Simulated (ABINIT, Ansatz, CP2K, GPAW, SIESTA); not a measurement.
**HgTe (F-43m, 2 atoms in the cell) computed with different codes at matched settings**

Self-consistent single point.

```
HgTe
1.0
    0.00000     3.34526     3.34526
    3.34526     0.00000     3.34526
    3.34526     3.34526     0.00000
Hg Te
1 1
Direct
  0.00000   0.00000   0.00000
  0.25000   0.25000   0.25000
```

Shared settings, as Ansatz (a first-principles code) writes them: kpoints.mp_grid.grid = 7 7 7; scf.occupations.method = gaussian; scf.occupations.width = 0.2 eV. Potentials and cutoffs stand in the table.

```json
[
 {"code": "Ansatz", "model": "LDA (PW92), PAW files made with PBE", "pressure (GPa)": "-4.11", "cutoff": "default"},
 {"code": "SIESTA", "model": "LDA PW92, numerical atomic orbitals DZP, PseudoDojo LDA standard norm-conserving potentials (rewritten from UPF to PSML)", "pressure (GPa)": "-5.03", "cutoff": "grid 300 Ry"},
 {"code": "ABINIT", "model": "LDA (PW92), norm-conserving pseudopotentials (PseudoDojo nc-sr-04 LDA standard)", "pressure (GPa)": "-4.16", "cutoff": "41 Ha"},
 {"code": "CP2K", "model": "LDA (Pade form), GPW, DZVP-MOLOPT-SR-GTH basis, GTH-PADE potentials (GTH_POTENTIALS)", "pressure (GPa)": "-3.52", "cutoff": "grid 500 Ry"},
 {"code": "GPAW", "model": "LDA (Perdew-Wang 92), GPAW PAW datasets LDA (gpaw-data 1.0.1)", "pressure (GPa)": "-4.15", "cutoff": "600 eV"}
]
```

No clean gap comes from Ansatz, SIESTA, ABINIT, CP2K and GPAW: levels at the Fermi energy touch, overlap or are partly filled at this smearing.

On Ansatz's run: spin-orbit coupling is off.

The spread over the programs that give each value: pressure within 1.51 GPa.

SIESTA and CP2K use small atom-centred bases, whose incompleteness enters pressures, forces and empty levels differently from a plane-wave cutoff. Ansatz's pressure is given at a fixed set of plane waves, as the other plane-wave codes print theirs; with its correction for the finite basis it is -4.08 GPa.

The starting cell comes from a database of computed structures (which also holds hypothetical and non-ambient phases and stackings), without a prior relaxation at this level. Its lattice was rescaled by a random factor within 2.5 % of one.

Left out of this page: Elk and FLEUR (not drawn, or without a comparable value).

Keys are those of Ansatz 0.2.
